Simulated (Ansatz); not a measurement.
MgS in the rock salt structure (space group Fm-3m, No. 225)

```cif
data_MgS
_chemical_formula_sum 'S1 Mg1'
_space_group_name_H-M_alt 'P 1'
_space_group_IT_number 1
_cell_length_a 3.66420
_cell_length_b 3.66420
_cell_length_c 3.66420
_cell_angle_alpha 60.000
_cell_angle_beta 60.000
_cell_angle_gamma 60.000
loop_
_space_group_symop_operation_xyz
  'x, y, z'
loop_
_atom_site_label
_atom_site_type_symbol
_atom_site_fract_x
_atom_site_fract_y
_atom_site_fract_z
_atom_site_occupancy
S1 S 0.00000 0.00000 0.00000 1
Mg1 Mg 0.50000 0.50000 0.50000 1
```

All numbers come from PBEsol (Ansatz, a first-principles code), no spin-orbit coupling. Γ-centred 11×11×11 mesh, Fermi–Dirac width 0.05 eV.

| Item | Result |
|---|---|
| Volume per atom | 17.39 Å³ |
| Density | 2.69 g/cm³ |
| Band gap | 2.73 eV, indirect, Γ → X |
| Electron mass | 0.53 mₑ along k, 0.29 mₑ across |
| Hole mass (degenerate bands, along [100]) | 0.25, 0.92, 0.92 mₑ |
| Lowest conduction-band minima above the VBM | X along ⟨100⟩ 2.73 eV; Γ 3.69 eV |
| Total energy | -1399.959 eV/atom (σ→0; compares only within this code and set-up) |

Effective masses come from finite differences of ±0.01 Å⁻¹. Along k means along the line from Γ to the band edge. Gaps are Kohn–Sham eigenvalue differences; semilocal functionals usually give less than the measured gap. Stability against distortions was not tested.
